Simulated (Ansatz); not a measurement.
Take Rb₂KAsF₆ (space group Fm-3m, No. 225; a = 9.083 Å; a cell from a computed database, its experimental status unchecked) as the base. Axes: x, y, z lie along the cube axes.

The values are results of r2SCAN, PAW, 500 eV (Ansatz, a program for electronic structure; scalar-relativistic without spin-orbit coupling), not measurements.

Before the change:

- Pressure = 0.00 GPa
- Valley order = L along ⟨111⟩ 4.98 eV; a point along ⟨111⟩, about 0.4 Å⁻¹ from Γ 4.98 eV; a point along ⟨100⟩, about 0.3 Å⁻¹ from Γ 5.00 eV; a point along ⟨110⟩, about 0.2 Å⁻¹ from Γ 5.01 eV

One thing is altered: tensile biaxial strain of 0.82 % in the plane normal to [111], as in epitaxy on a mismatched substrate; the out-of-plane cell vector and the atoms relax.

### Question
What happens to the pressure?

### Answer
The pressure (mean of the normal stresses, compression positive) goes from zero to -0.19 GPa.

### Question
What happens to the valley order?

### Answer
The valley order (the lowest conduction-band minima on the path, energy above the VBM, named in the base's zone) goes from L along ⟨111⟩ 4.98 eV; a point along ⟨111⟩, about 0.4 Å⁻¹ from Γ 4.98 eV; a point along ⟨100⟩, about 0.3 Å⁻¹ from Γ 5.00 eV; a point along ⟨110⟩, about 0.2 Å⁻¹ from Γ 5.01 eV to L along [1-11] 4.96 eV; a point along [111], about 0.4 Å⁻¹ from Γ 4.98 eV; a point along [001], about 0.3 Å⁻¹ from Γ 4.99 eV; a point along [01-1], about 0.2 Å⁻¹ from Γ 4.99 eV.

### Question
How does this affect the ratio −ε⊥/ε∥?

### Answer
The ratio −ε⊥/ε∥ amounts to 1.33.

The levels and masses belong to the bands next to the band gap. No phonon test of stability was made.
